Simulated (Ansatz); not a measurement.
Take LiF in the zinc blende structure (space group F-43m, No. 216; a = 4.3642 Å; a hypothetical phase, not in the database extracts checked) as the base. Axes: x, y, z lie along the cube axes.

Calculations: Ansatz (a quantum-chemistry and plane-wave program), PBE, PAW, cutoff 420 eV, no SOC.

For the base:

- Band gap: 7.65 eV
- Valence-band top at Γ: 0.00, 0.00, 0.00 eV
- Shortest interatomic distance: 1.890 Å

It is then changed as follows: uniaxial strain ε_zz = +1.62 %, all other strain components held at zero; the atoms relax in the strained cell.

Task: How does this affect the energy relative to the base, band gap, stress, valence-band top at Γ and shortest interatomic distance?

Result: The energy rises by 0.6 meV/atom; the band gap decreases by 0.09 eV to 7.56 eV; the stress (xx, yy, zz, yz, xz, xy; compression positive) amounts to (-0.70, -0.70, -1.04, 0.00, 0.00, 0.00) GPa; the valence-band top at Γ (three highest levels, from the VBM) becomes 0.00, 0.00, -0.03 eV (base: 0.00, 0.00, 0.00 eV); the shortest interatomic distance grows by 0.010 Å to 1.900 Å.

Stability against distortions was not tested.
